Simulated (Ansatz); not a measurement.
The starting structures come from a database of crystals and need not be the phases stable at ambient conditions.

By PBEsol, the system below comes out a metal.

The ballistic (Sharvin) conductance counts the channels at the Fermi level: G/A = (e²/h) × channels of both spins per area.

Given:

```yaml
crystal:
  lattice:
    - [5.99631, 0.00000, 0.00000]
    - [-2.99815, 5.19296, 0.00000]
    - [2.99815, 1.73098, 2.44798]
  atoms:
    - { symbol: Y, position: [0.00000, 0.00000, 0.00000] }
    - { symbol: Al, position: [0.50000, 0.50000, 0.00000] }
    - { symbol: Al, position: [0.50000, 0.00000, 0.00000] }
    - { symbol: Al, position: [0.00000, 0.50000, 0.00000] }
```

Space group of this cell: Pm-3m, Cu3Au type. The cell is taken as given; by PBEsol its mean pressure is -1.1 GPa.

The current flows along the normal of the first two printed cell vectors, the (111) plane of the conventional cell. No spin-orbit coupling; the value is a mean over 0.1 eV about the Fermi level.

**Question.** Predict the ballistic conductance per area from PBEsol (Ansatz, a first-principles code).

**Answer.** 0.52 × 10¹⁵ S/m² for both spins.
